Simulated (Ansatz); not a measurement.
Base system: Ga2O3 in the corundum structure (space group R-3c, No. 167; a = 4.9846 Å, c = 13.4416 Å (hexagonal axes)). Axes: x lies along a and z along c of the hexagonal cell.

Method: r2SCAN (Ansatz, an electronic-structure program; PAW; 500 eV plane waves; scalar-relativistic without spin-orbit coupling).

Base values:

| Item | Result |
|---|---|
| Band gap | 3.55 eV |

It is then changed as follows: uniaxial stress, 2 GPa tension along z; all other stress components relax to zero.

Problem. Predict the new band gap, mean lateral Poisson ratio and secant Young's modulus along z.

Solution. The band gap falls by 0.03 eV, from 3.55 eV to 3.52 eV; the mean lateral Poisson ratio amounts to 0.23; the secant Young's modulus along z amounts to 310 GPa.

Load acts through the strain it causes; cell and atoms are relaxed under it. Beyond what the load breaks, stability against distortions was not tested.
